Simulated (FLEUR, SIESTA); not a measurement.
A FLEUR input for a self-consistent single point of BeS (F-43m, 2 atoms in the cell) (DFT, PBE, all-electron FLAPW (FLEUR), scalar-relativistic valence):

Input of the input generator:

```
BeS crystal
&input film=f /
-0.0000000000 4.5276779699 4.5276779699
4.5276779699 0.0000000000 4.5276779699
4.5276779699 4.5276779699 0.0000000000
1.0
1.0 1.0 1.0

2
4 0.0000000000 0.0000000000 0.0000000000
16 0.7500000000 0.7500000000 0.7500000000

&comp jspins=1 /
&kpt div1=8 div2=8 div3=8 gamma=t /
&end /
```

```xml
<?xml version="1.0" encoding="UTF-8" standalone="no"?>
<fleurInput fleurInputVersion="0.39">
   <comment>
      BeS crystal                                                                                         
   </comment>
   <calculationSetup>
      <cutoffs Kmax="4.0" Gmax="20.0" GmaxXC="20.0" numbands="0"/>
      <scfLoop itmax="60" minDistance="0.00001" maxIterBroyd="99" imix="Anderson" alpha="0.05" precondParam="0.0" spinf="2.0"/>
      <coreElectrons ctail="T" frcor="F" kcrel="0" coretail_lmax="0"/>
      <xcFunctional name="pbe" relativisticCorrections="F"/>
      <magnetism jspins="1"/>
      <soc l_soc="F" theta="0.0" phi="0.0" spav="F"/>
      <expertModes spex="0" secvar="F"/>
      <geometryOptimization l_f="T" forcealpha="1.0" forcemix="BFGS" epsdisp="0.00001" epsforce="0.00001"/>
      <ldaU l_linMix="F" mixParam="0.05" spinf="1.0"/>
   </calculationSetup>
   <cell>
      <bzIntegration valenceElectrons="10.0" mode="hist" fermiSmearingEnergy="0.0001">
         <kPointListSelection listName="default-1"/>
         <!-- k-points included here -->
         <xi:include xmlns:xi="http://www.w3.org/2001/XInclude" href="kpts.xml"> </xi:include>
      </bzIntegration>
      <!-- symmetry operations included here -->
      <xi:include xmlns:xi="http://www.w3.org/2001/XInclude" href="sym.xml"> </xi:include>
      <bulkLattice scale="1.0">
         <bravaisMatrix>
            <row-1>    0.0000000000000000     4.5276779699000000     4.5276779699000000</row-1>
            <row-2>    4.5276779699000000     0.0000000000000000     4.5276779699000000</row-2>
            <row-3>    4.5276779699000000     4.5276779699000000     0.0000000000000000</row-3>
         </bravaisMatrix>
      </bulkLattice>
   </cell>
   <atomSpecies>
      <species name="Beryllium (Be)" element="Be" atomicNumber="4">
         <mtSphere radius="1.69" gridPoints="559" logIncrement="0.018"/>
         <atomicCutoffs lmax="5" lnonsphr="3"/>
         <electronConfig flipSpins="F">
            <coreConfig></coreConfig>
            <valenceConfig>(1s1/2) (2s1/2)</valenceConfig>
         </electronConfig>
         <energyParameters s="2" p="2" d="3" f="4"/>
         <lo type="SCLO" l="0" n="1" eDeriv="0"/>
         <lo type="SCLO" l="1" n="2" eDeriv="2"/>
         <lo type="SCLO" l="2" n="3" eDeriv="2"/>
      </species>
      <species name="Sulfur (S)" element="S" atomicNumber="16">
         <mtSphere radius="1.95" gridPoints="645" logIncrement="0.018"/>
         <atomicCutoffs lmax="5" lnonsphr="3"/>
         <electronConfig flipSpins="F">
            <coreConfig>(1s1/2) (2s1/2) (2p1/2) (2p3/2)</coreConfig>
            <valenceConfig>(3s1/2) (3p1/2) (3p3/2)</valenceConfig>
            <stateOccupation state="(3p1/2)" spinUp="0.6666666666667" spinDown="0.6666666666667"/>
            <stateOccupation state="(3p3/2)" spinUp="1.3333333333333" spinDown="1.3333333333333"/>
         </electronConfig>
         <energyParameters s="3" p="3" d="3" f="4"/>
         <lo type="SCLO" l="0" n="3" eDeriv="2"/>
         <lo type="SCLO" l="1" n="3" eDeriv="2"/>
         <lo type="SCLO" l="2" n="3" eDeriv="2"/>
         <lo type="SCLO" l="3" n="4" eDeriv="2"/>
      </species>
   </atomSpecies>
   <atomGroups>
      <atomGroup species="Beryllium (Be)">
         <relPos label="                   1">.0000000000 .0000000000 .0000000000</relPos>
         <force calculate="T" relaxXYZ="TTT"/>
      </atomGroup>
      <atomGroup species="Sulfur (S)">
         <relPos label="                   2">-1.000/4.000 -1.000/4.000 -1.000/4.000</relPos>
         <force calculate="T" relaxXYZ="TTT"/>
      </atomGroup>
   </atomGroups>
   <output dos="F" band="F" slice="F">
      <checks vchk="F" cdinf="F"/>
      <bandDOS minEnergy="-.5*Htr" maxEnergy="0.5*Htr" sigma="0.015" storeEVData="T"/>
      <vacuumDOS vacdos="F" integ="F" star="F" nstars="0" locx1="0.0" locy1="0.0" locx2="0.0" locy2="0.0" nstm="0" tworkf="0.0"/>
      <unfoldingBand unfoldBand="F" supercellX="1" supercellY="1" supercellZ="1"/>
      <plotting iplot="0" polar="F">
         <plot TwoD="T" vec1="  1.0  0.0  0.0" vec2="  0.0  1.0  0.0" vec3="  0.0  0.0  1.0" zero="  0.0  0.0  0.0" file="plot"/>
      </plotting>
      <chargeDensitySlicing numkpt="0" minEigenval="0.0" maxEigenval="0.0" nnne="0" pallst="F"/>
      <specialOutput eonly="F"/>
      <magneticCircularDichroism mcd="F" energyLo="-10.0" energyUp="0.0"/>
   </output>
  <!-- We include the file relax.xml here to enable relaxations (see documentation) -->
  <xi:include xmlns:xi="http://www.w3.org/2001/XInclude" href="relax.xml"> <xi:fallback/> </xi:include>
</fleurInput>
```

### Question
Write the same calculation as an input for SIESTA.

### Answer
One input that does it (others would too):

```
# files in the folder: Be.psml S.psml (PseudoDojo PBE standard)
SystemName  BeS
SystemLabel bes

NumberOfAtoms                2
NumberOfSpecies              2
%block ChemicalSpeciesLabel
  1 4 Be
  2 16 S
%endblock ChemicalSpeciesLabel
LatticeConstant              1.0 Ang
%block LatticeVectors
     0.000000000    2.395944000    2.395944000
     2.395944000    0.000000000    2.395944000
     2.395944000    2.395944000    0.000000000
%endblock LatticeVectors
AtomicCoordinatesFormat      Ang
%block AtomicCoordinatesAndAtomicSpecies
     0.000000000    0.000000000    0.000000000  1
     3.593916000    3.593916000    3.593916000  2
%endblock AtomicCoordinatesAndAtomicSpecies

XC.functional                GGA
XC.authors                   PBE
PAO.BasisSize                DZP
PAO.EnergyShift              0.01 Ry
PAO.Polarization.NonPerturbative true
MeshCutoff                   300 Ry
%block kgrid.MonkhorstPack
    8   0   0  0.0
    0   8   0  0.0
    0   0   8  0.0
%endblock kgrid.MonkhorstPack
OccupationFunction           FD
ElectronicTemperature        10 K

MaxSCFIterations             150
SCF.Mixer.Method             Broyden
SCF.Mixer.Weight             0.25
SCF.Mixer.History            6
SCF.DM.Tolerance             1.0E-04
Diag.ParallelOverK           true
WriteForces                  true
Charge.Mulliken              end
```

Basis settings and potentials, where a program has them, do not carry over. This input uses DFT, GGA PBE, numerical atomic orbitals DZP, PseudoDojo PBE standard norm-conserving potentials (rewritten from UPF to PSML). Both were run: gap on the mesh 3.028 eV in FLEUR and 2.937 in SIESTA.

On FLEUR: the starting cell comes from a database of computed structures (which also holds hypothetical and non-ambient phases and stackings), without a prior relaxation at this level. Its lattice was rescaled by a random factor within 2.5 % of one. Values depend on the basis (sphere radii, cutoffs, local orbitals), which need not be converged.

On SIESTA: the starting cell comes from a database of computed structures (which also holds hypothetical and non-ambient phases and stackings), without a prior relaxation at this level. Its lattice was rescaled by a random factor within 2.5 % of one. Values carry the incompleteness of an atom-centred basis. With a pressure of about 4 GPa the cell is away from its equilibrium volume at this level.
